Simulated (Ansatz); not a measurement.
## PBE against r2SCAN: GaAs, isotropic strain −0.61 %

Consider GaAs in the zinc blende structure (space group F-43m, No. 216; a = 5.746 Å).

(Cell as relaxed with PBE.)

Levels (all Ansatz, a first-principles code, PAW): PBE (420 eV, spin-orbit coupling left out); r2SCAN (500 eV, spin-orbit coupling left out).

Each level relaxes its own structure.

```
base                         PBE       r2SCAN
-------------------  -----------  -----------
volume per atom         23.71 Å³     22.75 Å³
lattice parameter a  10.858 bohr  10.709 bohr
band gap                 0.16 eV      0.96 eV
```

It is then changed as follows: the cell is scaled by 0.9939 in all directions; the atoms relax in the strained cell.

| quantity | PBE | r2SCAN |
|---|---|---|
| pressure | 1.16 GPa | 1.39 GPa |
| band gap | 0.29 eV | 1.11 eV |
| shift of the gap caused by the change | +0.13 eV | +0.15 eV |

PBE's pressure lies 0.23 GPa below r2SCAN's; PBE's band gap lies 0.82 eV below r2SCAN's. Neither level is exact; r2SCAN is the comparison here, not a measurement.

Whether these cells are dynamically stable was not tested. The zero or small gap of GaAs can change with the level of theory.
